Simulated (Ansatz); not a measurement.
**C: pressure series**

Start from C in the graphite type structure (space group P6_3/mmc, No. 194; layered, stacked along the Cartesian z axis).

C has the hexagonal space group P6₃/mmc (No. 194), Pearson symbol hP4. Cell: a = b = 2.4650 Å, c = 6.7289 Å, α = β = 90.00°, γ = 120.00°. C1 on 2b sees 3 C at 1.423 Å (trigonal planar). C2 on 2c has 3 C at 1.423 Å (trigonal planar). (Neighbours: up to the widest gap in distance over summed covalent radii, below 1.35, at either atom.)

Cell and atoms are relaxed at each pressure.

Level of theory: plane-wave PAW DFT at the PBE-D3(BJ) level (Ansatz, a program for electronic structure, 420 eV), scalar-relativistic without spin-orbit coupling, earlier PAW set.

```json
[
 {"case": "base", "c/a ratio": "2.730", "density": "2.25 g/cm³"},
 {"case": "pressure −1 GPa", "c/a ratio": "2.833", "density": "2.17 g/cm³"},
 {"case": "pressure 0.3 GPa", "c/a ratio": "2.709", "density": "2.27 g/cm³"},
 {"case": "pressure 0.7 GPa", "c/a ratio": "2.682", "density": "2.30 g/cm³"},
 {"case": "pressure 1.5 GPa", "c/a ratio": "2.638", "density": "2.34 g/cm³"},
 {"case": "pressure 3 GPa", "c/a ratio": "2.575", "density": "2.41 g/cm³"},
 {"case": "pressure 5 GPa", "c/a ratio": "2.513", "density": "2.47 g/cm³"},
 {"case": "pressure 7.5 GPa", "c/a ratio": "2.454", "density": "2.55 g/cm³"},
 {"case": "pressure 10 GPa", "c/a ratio": "2.407", "density": "2.61 g/cm³"}
]
```

A case with no gap was solved on a k-mesh chosen for an insulator, which is coarse for it. Load acts through the strain it causes; cell and atoms are relaxed under it. No phonon test of stability was made. No other phases were tried under pressure.
